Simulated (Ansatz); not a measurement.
We consider ZrSnO3 (model structure, started from the cubic perovskite type, Pm-3m, No. 221, 5 atoms in the cell), described by PBEsol+SOC in Ansatz (plane waves, PAW).

Numerical settings: plane-wave cutoff 520 eV, 8×8×8 k mesh, Fermi–Dirac smearing 0.01 eV, PAW data made under PBE.

Cell (relaxed with PBEsol):

```
CELL_PARAMETERS angstrom
      4.12844     0.00000     0.00000
      0.00000     4.12844     0.00000
      0.00000     0.00000     4.12844
ATOMIC_POSITIONS crystal
  Sn 0.00000 0.00000 0.00000
  Zr 0.50000 0.50000 0.50000
  O  0.00000 0.50000 0.50000
  O  0.50000 0.50000 0.00000
  O  0.50000 0.00000 0.50000
```

Task: What does this level give for the band gap and direct gap at Γ?

Result: 
- band gap: 1.66 eV (direct)
- direct gap at Γ: 4.00 eV

Note: the relaxation could raise the start's symmetry but not lower it, so the cell can be a saddle point.

Static lattice: no zero-point or thermal effects.

A model structure was made by putting elements into a prototype or built by hand; it is no filed structure, need not be a known phase, and can be a saddle point held by its symmetry.

Ansatz is a first-principles code.
